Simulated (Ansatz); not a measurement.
MgAl2C2 (P-3m1), PBEsol, rigid bands (Ansatz, a program for electronic structure). Band gap 1.66 eV, N_c = 3.59e19 cm⁻³ and N_v = 1.48e20 cm⁻³ at 300 K, conductivity masses along x (a = (3.38, 0.00, 0.00) Å; b = (-1.69, 2.92, 0.00) Å; c = (0.00, 0.00, 5.77) Å) of 0.343 mₑ (electrons) and 1.77 mₑ (holes). Take k_BT = 0.02585 eV.

What thermal injection velocity √(2k_BT/πm) limits a ballistic channel along the direction named?

9.19e6 cm/s for electrons and 4.04e6 cm/s for holes, a ratio of √(m_h/m_e) = 2.27, for dilute carriers.

Find the intrinsic carrier density and the intrinsic Fermi level.

n_i = √(N_c N_v) exp(−E_g/2k_BT) = 7.29e19 × exp(−32.11) = 8.3e5 cm⁻³. The level lies (k_BT/2) ln(N_v/N_c) = 18 meV from mid-gap (positive towards the conduction band). Each 0.1 eV added to the gap lowers n_i by a factor of 6.9.

What built-in voltage has an abrupt junction with N_A = 1e16 and N_D = 1e17 cm⁻³, all dopants ionised?

V_bi = E_g/e − (k_BT/e) ln(N_c N_v/(N_A N_D)) = 1.66 − 0.02585 × 15.49 = 1.26 V, for the computed gap.

Rigid bands with the computed gap; masses take one relaxation time for all states. Spin-orbit coupling is left out; where it splits the top of the valence band, N_v and the p-type Seebeck coefficient come out somewhat high without it.

Computed structure with no diffraction record at hand here (it may be known, metastable or hypothetical): MgAl2C2 (P-3m1).
